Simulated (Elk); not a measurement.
Worked example: self-consistent single point of LiBe (P2_1/m, 4 atoms in the cell) in Elk.

Level of theory: Elk with PBEsol, all-electron FP-LAPW, Elk's shipped species files, APW+lo basis with extra local orbitals.

The change in words: lattice scaled by 0.98. Reference geometry:
```xyz
4
Lattice="2.2960 0.0000 0.0000 0.0000 3.6128 0.0000 -0.4017 0.0000 5.5135" Properties=species:S:1:pos:R:3 pbc="T T T"
Li     1.6296     0.9032     0.8538
Li     0.2647     2.7096     4.6597
Be     1.5053     0.9032     3.1767
Be     0.3890     2.7096     2.3368
```

Reference input (self-consistent single point, DFT, PBEsol, all-electron FP-LAPW, Elk's shipped species files, APW+lo basis with extra local orbitals): xctype = 22; rgkmax = 7.5; stype = 0; swidth = 0.00999582 Ha; ngridk = 11 7 5; tforce = true; gmaxvr = 18 1/bohr; lmaxapw = 10; lmaxo = 8; nxlo = 2; lorbcnd = true; lradstp = 2. This run's input differs from it in these lines:

```diff
@@ -43,5 +43,5 @@
 avec
-    4.3387922849    0.0000000000    0.0000000000
-    0.0000000000    6.8271458513    0.0000000000
-   -0.7591861322    0.0000000000   10.4190484518
+    4.2520160612    0.0000000000    0.0000000000
+    0.0000000000    6.6906036901    0.0000000000
+   -0.7440021828    0.0000000000   10.2106683521
```

Output (repeated stretches shortened):

```
│ Self-consistent loop started │
│ Loop number : 1 │
 total energy                :     -44.9882233072
│ Loop number : 2 │
 total energy                :     -44.9701222811
RMS change in Kohn-Sham potential (target) :    13.50166251     (  0.1000000000E-05)
Absolute change in total energy (target)   :   0.1810102605E-01 (  0.1000000000E-03)
│ Loop number : 3 │
 total energy                :     -44.8466604986
RMS change in Kohn-Sham potential (target) :    9.854164606     (  0.1000000000E-05)
Absolute change in total energy (target)   :   0.1279870390     (  0.1000000000E-03)
│ Loop number : 4 │
   [... lines left out ...]
Absolute change in total energy (target)   :   0.1701484563E-04 (  0.1000000000E-03)
│ Loop number : 15 │
 total energy                :     -44.2633866470
RMS change in Kohn-Sham potential (target) :   0.5548235415E-05 (  0.1000000000E-05)
Absolute change in total energy (target)   :   0.2904067550E-05 (  0.1000000000E-03)
│ Loop number : 16 │
 total energy                :     -44.2633872060
RMS change in Kohn-Sham potential (target) :   0.9961321144E-06 (  0.1000000000E-05)
Absolute change in total energy (target)   :   0.1669868226E-06 (  0.1000000000E-03)
Convergence targets achieved

│ Loop number : 17 │

Energies :
 Fermi                       :     0.130742209681
 total energy                :     -44.2633871653

Density of states at Fermi energy :    26.96777458
 (states/Hartree/unit cell)

Estimated indirect band gap :   0.3065269871E-03
 from k-point     10 to k-point     85
Estimated direct band gap   :   0.1341146675E-01
 at k-point     27

Charges :
 core                        :    4.000000000
 valence                     :    10.00000000
 interstitial                :    3.967505707
 muffin-tins (core leakage)
  species :    1 (Li)
   atom    1                 :    2.213911382     (   0.000000000    )
   atom    2                 :    2.213911382     (   0.000000000    )
  species :    2 (Be)
   atom    1                 :    2.802335765     (  0.1193045386E-02)
   [... lines left out ...]
   total force               :     0.00005205    0.00000000    0.00216712
   total magnitude           :     0.00216774
  atom :    2
   Hellmann-Feynman          :     0.00103039    0.00000000    0.00940609
   IBS                       :    -0.00108243   -0.00000000   -0.01157321
   total force               :    -0.00005205    0.00000000   -0.00216712
   total magnitude           :     0.00216774
```

The run converged in 17 iterations. The count includes the last loop, which Elk runs after its targets are met. Against the reference run the total energy goes up by 4.2 meV/atom.

The starting cell comes from a database of computed structures (which also holds hypothetical and non-ambient phases and stackings), without a prior relaxation at this level. For this run, on top of that: lattice scaled by 0.98. Values depend on the basis (sphere radii, cutoffs, local orbitals), which need not be converged. The log's line on a gap gives a spacing of levels on this mesh, which the program prints for metals too.

Cost on one core of a shared machine: roughly 4 min.
